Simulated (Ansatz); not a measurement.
## Effect of uniaxial strain ε_zz = +2.50 % on CdSe

Take CdSe in the zinc blende structure (space group F-43m, No. 216; a = 6.007 Å) as the base. Axes: x, y, z lie along the cube axes.

One thing is altered: uniaxial strain ε_zz = +2.50 %, all other strain components held at zero; the atoms relax in the strained cell.

Method: Ansatz (a quantum-chemistry and plane-wave program), LDA, PAW, cutoff 420 eV, without spin-orbit coupling. Settings: 10×10×10 k-points, 0.05 eV Fermi–Dirac smearing.

```csv
quantity,base,changed,shift
volume per atom,27.10 Å³,27.78 Å³,+0.68 Å³
space group,F-43m (No. 216),I-4m2 (No. 119),–
energy relative to the base (free energy F),0 meV/atom,+3.6 meV/atom,+3.6 meV/atom
"pressure (mean of the normal stresses, compression positive)",0.00 GPa,-1.36 GPa,-1.36 GPa
band gap,0.41 eV,0.33 eV,-0.08 eV
gap character,direct at Γ,direct at Γ,–
electron mass,0.041 mₑ (at Γ),"0.041 mₑ along z, 0.034 mₑ across (at Γ)",–
"valence-band top at Γ (three highest levels, from the VBM)","0.00, 0.00, 0.00 eV","0.00, 0.00, -0.08 eV",–
"stress (xx, yy, zz, yz, xz, xy; compression positive)",–,"(-1.19, -1.19, -1.71, 0.00, 0.00, 0.00) GPa",–
```

Final structure:

```
CELL_PARAMETERS angstrom
      0.00000     3.00374     3.07883
      3.00374     0.00000     3.07883
      3.00374     3.00374     0.00000
ATOMIC_POSITIONS crystal
  Cd 0.00000 0.00000 0.00000
  Se 0.25000 0.25000 0.25000
```

Cost of the whole job for the changed cell (relaxation, final SCF and bands): very roughly 30 core-seconds.

Effective masses come from finite differences of ±0.01 Å⁻¹. Stability against distortions was not tested. Labels are those of the standard path for the cell's own space group.
